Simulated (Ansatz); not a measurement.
The reference is Pt in the fcc (Cu type) structure (space group Fm-3m, No. 225; relaxed with 0.1 eV smearing).

```xyz
1
Lattice="0.0000 1.9709 1.9709 1.9709 0.0000 1.9709 1.9709 1.9709 0.0000" Properties=species:S:1:pos:R:3 pbc="T T T"
Pt     0.0000     0.0000     0.0000
```

Cartesian axes are those of the cell as printed.

All numbers come from Kohn–Sham DFT with the r2SCAN functional, run in Ansatz (a first-principles code) with PAW and 500 eV plane waves, scalar-relativistic without spin-orbit coupling.

Strains are applied to the cell and any free atomic positions relax.

One change was made to it. Results:

| quantity | base | after |
|---|---|---|
| pressure (mean of the normal stresses, compression positive) | 0.0 GPa | -1.3 GPa |
| band gap | zero | zero |
| energy relative to the base (free energy F) | 0 meV/atom | +0.4 meV/atom |

Question: Which change produced these results?
A) uniaxial strain ε_zz = +2.50 %
B) uniaxial strain ε_zz = +3.00 %
C) uniaxial strain ε_zz = +0.50 %

Answer: C, uniaxial strain ε_zz = +0.50 %. For comparison, the energy relative to the base in the other runs: uniaxial strain ε_zz = +3.00 % gives +13 meV/atom; uniaxial strain ε_zz = +2.50 % gives +9.4 meV/atom.

No phonon test of stability was made. All final runs are without spin polarisation. Pt lies near a magnetic instability that expansion can trigger; it was not tested.
